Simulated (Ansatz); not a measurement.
Take SnTe in the rock salt structure (space group Fm-3m, No. 225) as the base.

```
CELL_PARAMETERS angstrom
      0.00000     3.14456     3.14456
      3.14456     0.00000     3.14456
      3.14456     3.14456     0.00000
ATOMIC_POSITIONS crystal
  Sn 0.00000 0.00000 0.00000
  Te 0.50000 0.50000 0.50000
```

Cartesian axes are those of the cell as printed.

Method: PBEsol/PAW in Ansatz (a program for electronic structure), no SOC.

Strains are applied to the cell and any free atomic positions relax; under biaxial strain the out-of-plane vector relaxes too.

One change was made to it. Results:

The volume per atom falls by 0.13 Å³, from 31.09 Å³ to 30.96 Å³; the energy stays essentially unchanged.

Question: Which change produced these results?
A) biaxial strain −0.83 %, plane normal [111], relaxed out of plane
B) biaxial strain +1.67 %, plane normal [111], relaxed out of plane
C) biaxial strain −1.67 %, plane normal [111], relaxed out of plane
D) biaxial strain −2.08 %, plane normal [111], relaxed out of plane
E) biaxial strain −0.42 %, plane normal [111], relaxed out of plane

Answer: E, biaxial strain −0.42 %, plane normal [111], relaxed out of plane. For comparison, the volume per atom in the other runs: biaxial strain +1.67 %, plane normal [111], relaxed out of plane gives 31.59 Å³; biaxial strain −1.67 %, plane normal [111], relaxed out of plane gives 30.59 Å³; biaxial strain −0.83 %, plane normal [111], relaxed out of plane gives 30.84 Å³; biaxial strain −2.08 %, plane normal [111], relaxed out of plane gives 30.47 Å³.

Whether these cells are dynamically stable was not tested. All final runs are without spin polarisation.
